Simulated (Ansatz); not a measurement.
## What uniaxial strain ε_zz = +1.50 % does to CdGa2Se4

Start from CdGa₂Se₄ (space group I-4, No. 82; a = 5.7263 Å, c = 10.7810 Å). Axes: x, y, z lie along a, b, c of the conventional cell.

One thing is altered: the cell is stretched by 1.50 % along z with no lateral relaxation, atoms relaxed at fixed cell.

Level of theory: PBEsol (Ansatz, a quantum-chemistry and plane-wave program, PAW, without spin-orbit coupling). Settings: 8×8×8 k-points, 0.05 eV Fermi–Dirac smearing.

The volume per atom increases by 0.38 Å³ (25.25 Å³ → 25.63 Å³) and the shortest interatomic distance increases by 0.006 Å (2.422 Å → 2.428 Å). The energy rises by 0.9 meV/atom and the band gap shrinks by 0.033 eV (1.37 eV → 1.33 eV). The gap character is still direct at Γ and the width of the top valence band shrinks by 0.05 eV to 0.83 eV. The electron mass goes from 0.18 mₑ along c, 0.11 mₑ across (at Γ) to 0.17 mₑ along z, 0.12 mₑ across (at Γ) and the valence-band top at Γ (three highest levels, from the VBM) becomes 0.00, 0.00, -0.18 eV (base: 0.00, 0.00, -0.19 eV). The stress (xx, yy, zz, yz, xz, xy; compression positive) amounts to (-0.44, -0.44, -0.79, 0.00, 0.00, 0.00) GPa.

Cost of the whole job for the changed cell (relaxation, final SCF and bands): around 4 core-minutes (rough).

Masses are band curvatures over ±0.01 Å⁻¹ around the edge. Stability against distortions was not tested.
